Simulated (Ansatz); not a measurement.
For BeTe (model structure, started from the WC type, P-6m2, No. 187, 2 atoms in the cell), PBE-D3(BJ) (PAW; Ansatz, a quantum-chemistry and plane-wave program) gives:

- lattice constant a = 3.638 Å
- c axis length = 3.326 Å

Question: What does r²SCAN in Ansatz (PAW) give for the same quantities?

Answer: 
- lattice constant a: 3.741 Å (goes up by 2.8 %)
- lattice parameter c: 3.351 Å (increases by 0.8 %)

Changes are worked out from the printed values.

Unless a cell is named, each level is at its own relaxed cell (PBE-D3(BJ) 19.07, r²SCAN 20.31 Å³/atom).

Ansatz's density-functional and Hartree–Fock values are scalar-relativistic unless marked +SOC, with PAW data made under PBE.

A model structure was made by putting elements into a prototype or built by hand; it is no filed structure, need not be a known phase, and can be a saddle point held by its symmetry.
